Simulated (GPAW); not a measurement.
Band structure of Sb (R-3m, 2 atoms in the cell).

```
CELL_PARAMETERS angstrom
      3.89204    -2.11944     0.00000
      3.89204     2.11944     0.00000
      2.73789     0.00000     3.48483
ATOMIC_POSITIONS crystal
  Sb 0.23350 0.23350 0.23350
  Sb 0.76650 0.76650 0.76650
```

Method: PBE, GPAW PAW datasets PBE (gpaw-data 1.0.1) (plane waves; GPAW 25.7.0).

Settings: mode = pw; ecut = 550 eV; xc = PBE; kpts = 8 8 8; mesh shift (steps) = 0 0 0; occupations.name = fermi-dirac; occupations.width = 0.1 eV; nbands = -8; convergence.density = 1e-05 e/electron; symmetry.symmorphic = false; symmetry.tolerance = 0.0005; maxiter = 120; bandpath_npoints = 40.

The starting cell has typed, rounded lattice constants, without a prior relaxation at this level. Its lattice was rescaled by a random factor within 2.5 % of one. Spin-orbit coupling is off.

Levels in eV from the Fermi level, bands 12 to 19:
| point | 12 | 13 | 14 | 15 | 16 | 17 | 18 | 19 |
|---|---|---|---|---|---|---|---|---|
| Γ | -4.57 | -2.24 | -1.95 | -1.95 | 2.05 | 2.73 | 2.73 | 5.06 |
| L | -9.91 | -2.11 | -1.98 | -0.36 | -0.23 | 0.15 | 0.40 | 7.65 |
| Z | -9.24 | -1.45 | -1.45 | -0.45 | 0.02 | 0.02 | 1.18 | 7.10 |
| F | -8.11 | -5.75 | -4.03 | -3.93 | 1.33 | 5.16 | 5.72 | 7.34 |
| P1 | -8.89 | -5.72 | -3.47 | -2.88 | 2.41 | 3.28 | 4.67 | 6.31 |
| P | -8.89 | -5.72 | -3.47 | -2.88 | 2.41 | 3.28 | 4.67 | 6.31 |

Bands cross the Fermi level along this path, so the cell is metallic at this level.
